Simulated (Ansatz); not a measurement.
Consider the following.

End structure of Sn on the 1x1 (110) surface of bcc V, one in a 2x2 cell, started at the site 'bridge V-V (span 3.0 Å)':

```xyz
17
Lattice="5.1913 0.0000 0.0000 -1.7304 4.8944 0.0000 0.0000 0.0000 25.5000" Properties=species:S:1:pos:R:3 pbc="T T T"
V      0.8652     1.2236     9.6962
V      0.0000     3.6708     9.6962
V      3.4608     1.2236     9.6962
V      2.5956     3.6708     9.6962
V      0.0000     0.0000    11.6833
V     -0.8652     2.4472    11.6833
V      2.5956     0.0000    11.6833
V      1.7304     2.4472    11.6833
V      0.8652     1.2236    13.8191
V      0.0000     3.6708    13.8236
V      3.4608     1.2236    13.8236
V      2.5956     3.6708    13.8010
V     -0.0191    -0.0270    15.7967
V     -0.8063     2.4055    15.9025
V      2.5367     0.0416    15.9025
V      1.7495     2.4742    15.7967
Sn     0.8652     1.2236    18.1073
```

Model: 17-atom slab, 6.1 Å thick at the start under the adsorbate (thin: gaps and levels are the slab's own), 6x6x1 mesh, Fermi-Dirac 0.1 eV, dipole correction, 8 atoms held, the rest relaxed; held to the start's symmetry, so lower structures may exist; no spin, no spin-orbit, no U, no dispersion correction. At the end it is bonded to 4 V. In PBE it is, or lies within 0.03 eV of, the lowest of the starts that converged.

A negative adsorption energy means that the adsorbate is more stable on the surface than in its reference.

### Question
What is the computed adsorption energy against an atom of beta tin (PBE (Ansatz, a quantum-chemistry and plane-wave program))?

### Answer
-18.5 kcal/mol

### Question
What is the computed work function of the top face (PBE)?

### Answer
4.66 eV

### Question
What is the computed change of the step from the bottom to the top vacuum level, against the clean slab (PBE)?

### Answer
-0.054 eV

### Question
Predict the change of the work function from PBE.

### Answer
-0.069 eV
